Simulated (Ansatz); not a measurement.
## Ru: element substitutions

Start from Ru in the hcp (Mg type) structure (space group P6_3/mmc, No. 194; a = 2.706 Å, c = 4.262 Å).

Each row replaces one element on all its sites; cell and atoms are relaxed.

Calculations: plane-wave PAW DFT at the r2SCAN level (Ansatz, a quantum-chemistry and plane-wave program, 500 eV), no spin-orbit coupling, earlier PAW set.

| variant | c/a ratio | density |
|---|---|---|
| base | 1.575 | 12.42 g/cm³ |
| Ru → Si | 1.714 | 3.40 g/cm³ |
| Ru → Os | 1.576 | 22.53 g/cm³ |
| Ru → Mo | 1.799 | 9.98 g/cm³ |
| Ru → Re | 1.618 | 21.04 g/cm³ |

Whether these cells are dynamically stable was not tested. For Si and Mo in this form, whether it has been made was not checked. The final runs are not spin-polarised. This is not the structure that Si has at room temperature and ambient pressure. This is not the structure that Mo has at room temperature and ambient pressure.
